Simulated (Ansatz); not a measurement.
AlB2-type HfB₂ was calculated with PBE-D4 (PAW; Ansatz, a program for electronic structure).

Numerical settings: plane-wave cutoff 520 eV, 24×24×16 k mesh (along the axes of the cell as run), Fermi–Dirac smearing 0.05 eV, scalar-relativistic PAW data made under PBE.

Energies at three volumes about the minimum:

```
V (Å³/atom)  E − E_lowest (meV/atom)
-----------  -----------------------
9.532                           3.23
9.726                           0.00
9.921                           3.03
```

Q: Fit a parabola by hand: where is the minimum, and what is the bulk modulus?

A: Slopes: (0.00 − 3.23)/(9.726 − 9.532) = -16.649 and (3.03 − 0.00)/(9.921 − 9.726) = 15.538 meV/Å³. Curvature E″ = 2 × (15.538 − (-16.649))/(9.921 − 9.532) = 165.486 meV/Å⁶. From the middle of the first interval, the slope vanishes at V0 = 9.6290 − (-16.649)/165.486 = 9.730 Å³/atom. B = V0 E″ = 9.730 × 165.486 meV/Å³ × 0.1602 GPa per meV/Å³ = 258 GPa. The full Birch–Murnaghan fit to all volumes gives V0 = 9.726 Å³/atom and B0 = 258 GPa.

Shape and atoms are relaxed at each volume.

Measured, for comparison: bulk modulus 282 GPa (room temperature, no zero-point or thermal correction, hydrostatic curve from radial diffraction; as tabulated in Experimental and computational studies of compression and deformation behavior …); equilibrium volume per atom 9.91 Å³/atom (room temperature, no zero-point or thermal correction; as tabulated in Burrage et al. (2022), doi:10.3390/ma15082762). Computed (rounded) less measured: bulk modulus -9 %, equilibrium volume per atom -1.8 %. A static lattice is as a rule a little smaller and stiffer than an uncorrected measurement, which narrows the difference in the equilibrium volume per atom and would widen misses of the other sign.

Note: the bulk modulus comes from volumes at which shape and atoms were relaxed.
